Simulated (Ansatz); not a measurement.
# Migration barriers: interstitial Mg in 4H silicon carbide, charge state +2

Defect: interstitial Mg in 4H silicon carbide, charge state +2. All values below come from PBE, PAW (plane waves to 420 eV; Ansatz, a quantum-chemistry and plane-wave program).

Settings: 72 host sites, the relaxed PBE lattice, a 2×2×2 k-point mesh shifted by half a step along c, smearing 0.01 eV, spin-restricted, no image-charge correction. No zero-point or tunnelling terms. The charge state is imposed; whether it is stable for some Fermi level was not computed. Sites that were not tried may lie lower.

```tsv
Route	Start site over the lowest site run (eV)	Hop (Å)	Forward barrier (eV)	Backward barrier (eV)	Neighbours at the start	Neighbours at the saddle	Saddle order
a direct jump of one Mg atom	0.00	2.27	3.07	2.71	3 C at 2.03, 3 C at 2.40; 3 Si at 2.25, 3 Si at 2.47 Å	3 C at 1.93; 3 Si at 2.13 Å	not checked, on a symmetry element
```

Paths come from nudged elastic bands with a climbing image.  A band can be held on a symmetry element, so unchecked saddle points there may be too high. 1 more band(s) gave no usable saddle point.

The whole set of runs took very roughly 3 core-hours.
